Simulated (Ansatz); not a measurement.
## WSi (model structure, started from the CsCl type, Pm-3m, No. 221, 2 atoms in the cell)

All values below come from PBE (Ansatz, a quantum-chemistry and plane-wave program, plane waves, PAW).

Numerical settings: plane-wave cutoff 520 eV, 18×18×18 k mesh, Fermi–Dirac smearing 0.05 eV, no spin polarisation, scalar-relativistic PAW data made under PBE.

Cell (relaxed at this level):

```
WSi
1.0
    3.05836     0.00000     0.00000
    0.00000     3.05836     0.00000
    0.00000     0.00000     3.05836
W Si
1 1
Direct
  0.00000   0.00000   0.00000
  0.50000   0.50000   0.50000
```

bulk modulus B0: 232 GPa

Note: the run has no spin polarisation, so it can have missed a magnetic state; the bulk modulus is −V dP/dV from two relaxed cells at ±2 % in volume; the relaxation could raise the start's symmetry but not lower it, so the cell can be a saddle point.

Spin–orbit coupling is not included; it can open a gap where bands touch, and shift volumes and moduli.

Static lattice: no zero-point or thermal effects.

A model structure was made by putting elements into a prototype or built by hand; it is no filed structure, need not be a known phase, and can be a saddle point held by its symmetry.
